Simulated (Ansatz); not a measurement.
Structure of amorphous In9Ga9Zn9O37Ag2 (periodic cell):

```xyz
66
Lattice="9.5939 -0.2391 0.1315 -0.2391 9.3163 0.0908 0.1315 0.0908 9.5942" Properties=species:S:1:pos:R:3 pbc="T T T"
In     2.9525     8.5100     1.0054
In     5.7014     8.3811     8.0392
In     5.4623     3.3992     5.1875
In     8.0340     0.9813     9.5431
In     8.5177     5.1518     3.1227
In     0.9767     5.9921     8.6839
In     4.7676     2.1520     8.2934
In     4.0364     0.3732     4.7859
In     4.8658     6.0750     3.2143
Ga     5.7538    -0.0871     2.1212
Ga     8.4156     3.6397     7.3785
Ga     1.3768     7.1276     3.9605
Ga     6.4292     5.8081     6.8337
Ga     0.3587     1.2503     5.6021
Ga     3.3625     6.7100     6.1390
Ga     7.6156     2.0848     3.5364
Ga    -0.0544     8.2267     0.8774
Ga     2.1513     4.7038     1.8702
Zn     0.3878     2.8626     0.8153
Zn     4.0732     2.5800     2.0455
Zn     1.9716     9.2852     7.7664
Zn     7.1252     6.4547     0.5225
Zn     1.2076     1.0029     2.7687
Zn     7.4972     8.2849     4.5560
Zn     6.8703     3.5535     1.0238
Zn     4.3128     5.3449     9.3415
Zn     9.2025     7.1584     6.4582
O      8.6022     3.1939     2.2403
O      9.1047     6.1197     1.1243
O      1.5303     4.2679     0.1303
O      1.4928     6.8430     5.8582
O      4.9100     3.3819     0.3290
O      6.5677     5.3101     1.9925
O      6.8325     1.3765     1.7933
O      1.9718     1.0519     4.6133
O      7.4510     3.7513     4.4719
O      1.5271     7.9398     9.2263
O      1.1592     5.3536     3.2904
O      0.1710     2.9284     6.3940
O      5.8984     6.3078     8.5885
O      0.2112     9.2553     6.9704
O      3.0720     5.7244     7.8108
O      8.3880     3.0220     9.1672
O      5.0026     8.3484     0.6102
O      0.1799     0.8707     0.9694
O      3.9985     2.3585     6.3551
O      4.3283     3.9913     3.4549
O      8.0026     8.2600     9.6099
O      2.0859     2.8050     2.1859
O      3.4535     6.0136     1.4629
O      7.1121     7.5363     6.4443
O      4.0323     0.6165     2.4979
O      6.0924     7.8746     3.3031
O      8.8783     5.4687     7.5980
O      3.2458     0.9013     9.0075
O      8.9576     6.9192     4.3304
O      1.2738     8.3265     2.3910
O      5.9330     1.3797     4.4622
O      6.5898     3.9499     7.0569
O      6.5295     1.0324     8.0385
O      3.3491     7.4400     4.1921
O      8.7786     0.7314     4.2566
O      3.8982     8.4842     6.7689
O      4.9824     5.7003     5.5831
Ag     2.1506     3.5516     4.5564
Ag     2.1658     3.6816     7.2581
```

Calculation: PBE, scalar-relativistic without spin-orbit coupling (plane waves to 420 eV, PAW; Ansatz, a quantum-chemistry and plane-wave program).

Preparation: random packing, a CHGNet melt and quench, and a DFT relaxation. O atoms were pushed apart under 1.9 Å during the dynamics, to hinder bonds among them. The hot cell started wider than the set density and was brought back towards it in steps. It is the lowest in DFT energy of 2 quenches. It is a model cell: composition and starting density were chosen by hand, and all elements were melted together. No dispersion term was used. Its density started from a set value of 6.03 and ended at 5.93 g/cm³. The quench (nominally 210 K/ps over its main leg) was far faster than any real one, so the model tends to hold more defects than a real film. One small periodic cell is one sample of the glass; other quenches scatter about these values. Volume and shape were free in the relaxation.

Neighbours within In-In 3.12 Å, In-Ga 2.90 Å, In-Zn 2.90 Å, In-O 2.66 Å, In-Ag 3.16 Å, Ga-Ga 2.68 Å, Ga-Zn 2.68 Å, Ga-O 2.26 Å, Ga-Ag 2.94 Å, Zn-Zn 2.68 Å, Zn-O 2.58 Å, Zn-Ag 2.94 Å, O-O 1.58 Å, O-Ag 2.53 Å, Ag-Ag 3.19 Å count as bonded. Two cations that share two anions don't count as bonded, nor two that share one unless they lie closer than In-In 3.04 Å, In-Ga 2.82 Å, In-Zn 2.82 Å, In-Ag 3.07 Å, Ga-Ga 2.61 Å, Ga-Zn 2.61 Å, Ga-Ag 2.86 Å, Zn-Zn 2.61 Å, Zn-Ag 2.86 Å, Ag-Ag 3.10 Å.

Question: Give the coordination numbers, mean bond lengths and angles.

Answer: 
* **Mean coordination of In by anions**: 5.44 (1 with 4, 3 with 5, 5 with 6); 1 close contacts or bonds to cations besides
* **Mean coordination of Ga by anions**: 4.44 (5 with 4, 4 with 5)
* **Mean coordination of Zn by anions**: 4.44 (5 with 4, 4 with 5)
* **Mean coordination of O**: 3.68 (13 with 3, 23 with 4, 1 with 5)
* **Mean coordination of Ag by anions**: 3.50 (1 with 3, 1 with 4); 3 close contacts or bonds to cations besides
* **Mean In-O bond**: 2.213 Å (spread 0.113 Å, 49 counted)
* **Mean Ga-O bond**: 1.928 Å (spread 0.059 Å, 40 counted)
* **Mean Zn-O bond**: 2.065 Å (spread 0.108 Å, 40 counted)
* **Mean O-Ag bond**: 2.418 Å (spread 0.079 Å, 7 counted)
* **Bond angle at In**: mean 104.3°, spread 27.7°
* **Bond angle at Ga**: mean 107.9°, spread 21.9°
* **Bond angle at Zn**: mean 107.5°, spread 23.1°
* **Bond angle at O**: mean 110.0°, spread 17.2°
* **Bond angle at Ag**: mean 102.6°, spread 30.2°

Question: List the pairs of like atoms that count as bonded by the rules above.

Answer: Ag65-Ag66 (2.70 Å).
